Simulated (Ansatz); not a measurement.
## fcc Pb (0 0 1) on zinc-blende BN (0 0 1) (film strained to the substrate, started from cuts of the bulks and a machine-learned relaxation; slabs B16N14 and Pb4, which can lie off the formulas)

A periodic stack without vacuum, fcc Pb (0 0 1) on zinc-blende BN (0 0 1) (film strained to the substrate, started from cuts of the bulks and a machine-learned relaxation; slabs B16N14 and Pb4, which can lie off the formulas): substrate slab B16N14, film Pb4, surface cells [[0, -1], [2, 1]] and [[1, 0], [1, 1]], film strained by +1.7 and +1.7 %, outermost planes B/B and Pb/Pb as cut, which need not be the usual terminations and can put a slab off its formula.

The start was prepared with a machine-learned potential, and the result is one local minimum, with the in-plane cell held and forces under 0.04 eV/Å; the film can end far from its bulk form.

These are PBE (plane waves to 420 eV, PAW; Ansatz, an electronic-structure program) values and carry that method's errors. Scalar-relativistic, without spin–orbit coupling; the runs are not spin-polarised. Its k-point mesh 9×9×1, Fermi–Dirac width 0.05 eV.

- interface area = 13.1 Å²
- period = 23.67 Å
- heights between the nearest atoms of the two slabs at the two interfaces = 2.07 and 2.07 Å
- B–Pb contacts across the interfaces within 1.22 times the sum of covalent radii = 4, mean 2.66 Å
- hole barrier (PBE) = 1.93 eV
- electron barrier (PBE) = 2.53 eV

```xyz
34
Lattice="3.6249 -0.0001 -0.0077 0.0001 3.6247 0.0313 -1.7177 1.5715 23.6849" Properties=species:S:1:pos:R:3 pbc="T T T"
B     -0.0568     3.6223     2.6709
B      1.8029     1.8572     2.6517
B      1.5033     3.9336     0.9526
B      0.2365     1.5756     0.9369
B     -0.0277     3.6143     6.3013
B      1.7860     1.8032     6.2819
B      1.7790     3.6339     4.4848
B     -0.0267     1.8147     4.4730
B     -0.0176     3.5873     9.9269
B      1.7879     1.7680     9.9072
B      1.7890     3.5987     8.1103
B     -0.0247     1.7876     8.0985
B      0.2587     3.8264    13.4624
B      1.5250     1.4680    13.4393
B      1.8183     3.5444    11.7401
B     -0.0414     1.7794    11.7288
N      2.6835     0.9358     1.7274
N      0.8709     2.7479     1.7468
N      2.6900     0.9041     5.3655
N      0.8777     2.7165     5.3850
N      0.8745     0.9198     3.5457
N      2.6870     2.7319     3.5789
N      2.6960     0.8730     8.9914
N      0.8836     2.6854     9.0110
N      0.8806     0.8886     7.1823
N      2.6931     2.7009     7.1941
N      2.7026     0.8416    12.6292
N      0.8904     2.6541    12.6486
N      0.8867     0.8574    10.8186
N      2.6992     2.6698    10.8091
Pb     0.9118     4.4308    17.7695
Pb    -0.9103     2.6316    15.5222
Pb     0.9520     4.3603    22.5538
Pb    -0.8784     2.5910    20.3020
```
